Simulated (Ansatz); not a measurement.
MoSi2: response to strain

Start from MoSi$_{2}$ (space group I4/mmm, No. 139; a = 3.202 Å, c = 7.819 Å). Axes: x, y, z lie along a, b, c of the conventional cell.

Strains are applied to the cell and any free atomic positions relax; under biaxial strain the out-of-plane vector relaxes too.

Computed with Kohn–Sham DFT with the r2SCAN functional, run in Ansatz (an electronic-structure program) with PAW and 500 eV plane waves, no SOC, earlier PAW set.

Notes on the quantities. pressure: mean of the normal stresses, compression positive; energy relative to the base: free energy F.

| variant | pressure | shortest interatomic distance | energy relative to the base |
|---|---|---|---|
| base | 0.0 GPa | 2.576 Å | 0 meV/atom |
| biaxial strain +0.60 %, plane normal [001], relaxed out of plane | -2.0 GPa | 2.569 Å | +1.5 meV/atom |
| biaxial strain +0.99 %, plane normal [001], relaxed out of plane | -3.2 GPa | 2.565 Å | +4.0 meV/atom |
| biaxial strain +1.53 %, plane normal [001], relaxed out of plane | -4.8 GPa | 2.559 Å | +9.4 meV/atom |
| isotropic strain −4.70 % | 43.6 GPa | 2.483 Å | +0.215 eV/atom |
| isotropic strain −3.12 % | 25.8 GPa | 2.516 Å | +90 meV/atom |
| isotropic strain −0.81 % | 5.7 GPa | 2.561 Å | +5.6 meV/atom |
| uniaxial strain ε_xx = −1.64 % | 3.6 GPa | 2.579 Å | +4.8 meV/atom |
| uniaxial strain ε_xx = +2.38 % | ___ | 2.571 Å | ___ |
| tensor shear ε_yz = +0.98 % | 0.1 GPa | 2.576 Å | +3.4 meV/atom |

**Question.** Complete the table.

**Answer.** 
- uniaxial strain ε_xx = +2.38 %, pressure: -4.6 GPa
- uniaxial strain ε_xx = +2.38 %, energy relative to the base: +9.5 meV/atom

A case with no gap was solved on a k-mesh chosen for an insulator, which is coarse for it. Without a gap, meshes like the base's 14×14×14 leave anisotropic stresses uncertain by several tenths of a GPa, and small strain energies with them. No phonon test of stability was made. The final runs are not spin-polarised.
